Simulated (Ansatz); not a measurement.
Start from AlN in the zinc blende structure (space group F-43m, No. 216; a = 4.378 Å).

Calculations: PBEsol, PAW, 420 eV (Ansatz, a quantum-chemistry and plane-wave program; scalar-relativistic without spin-orbit coupling).

Before the change:

| Property | Result |
|---|---|
| Smallest direct gap | 4.06 eV |
| Electron mass | 0.52 mₑ along k, 0.32 mₑ across (at X) |
| Band gap | 3.19 eV |

Perturbation: cell and atoms relaxed at a pressure of 30 GPa.

What happens to the smallest direct gap, electron mass and band gap?

The smallest direct gap rises by 1.08 eV (4.06 eV → 5.14 eV); the electron mass changes from 0.52 mₑ along k, 0.32 mₑ across (at X) to 0.51 mₑ along k, 0.31 mₑ across (at X); the band gap increases by 0.05 eV to 3.24 eV.

Load acts through the strain it causes; cell and atoms are relaxed under it. Effective masses come from finite differences of ±0.01 Å⁻¹. Along k means along the line from Γ to the band edge. No phonon test of stability was made. Tetrahedral semiconductors of this kind turn to denser phases somewhere between about 1 and 50 GPa; those were not computed, so compressed cells here can lie past the real transition. This is not the structure that AlN has at room temperature and ambient pressure.
